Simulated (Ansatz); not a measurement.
Consider PbSe in the rock salt structure (space group Fm-3m, No. 225; a = 6.178 Å). Axes: x, y, z lie along the cube axes.

Calculations: Ansatz (a program for electronic structure) r2SCAN, without spin-orbit coupling.

One thing is altered: tensile biaxial strain of 1.25 % in the plane normal to [111], as in epitaxy on a mismatched substrate; the out-of-plane cell vector and the atoms relax.

Estimate the effect on the in-plane stress.

The mean in-plane stress (compression positive) comes out as -0.9 GPa.

How does this affect the out-of-plane strain?

The out-of-plane strain amounts to -1.31 %.

Whether these cells are dynamically stable was not tested.
